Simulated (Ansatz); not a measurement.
## Response to strain in InSb

Take InSb in the zinc blende structure (space group F-43m, No. 216; a = 6.5573 Å) as the base. Axes: x, y, z lie along the cube axes.

Strains are applied to the cell and any free atomic positions relax; under biaxial strain the out-of-plane vector relaxes too.

Level of theory: Kohn–Sham DFT with the r2SCAN functional, run in Ansatz (a quantum-chemistry and plane-wave program) with PAW and 500 eV plane waves, scalar-relativistic without spin-orbit coupling, earlier PAW set.

Candidates:
(a) biaxial strain +1.22 %, plane normal [111], relaxed out of plane
(b) isotropic strain −1.47 %
(c) strain tensor (xx, yy, zz, yz, xz, xy) = (+0.55, −2.20, +0.12, +1.11, −0.99, −0.14) %

Notes on the quantities. energy relative to the base: free energy F.

Task: Order them by energy relative to the base, lowest first.

Result: (a) biaxial strain +1.22 %, plane normal [111], relaxed out of plane (+2.9 meV/atom), (c) strain tensor (xx, yy, zz, yz, xz, xy) = (+0.55, −2.20, +0.12, +1.11, −0.99, −0.14) % (+5.5 meV/atom), (b) isotropic strain −1.47 % (+9.9 meV/atom)

Whether these cells are dynamically stable was not tested. The final runs are not spin-polarised.
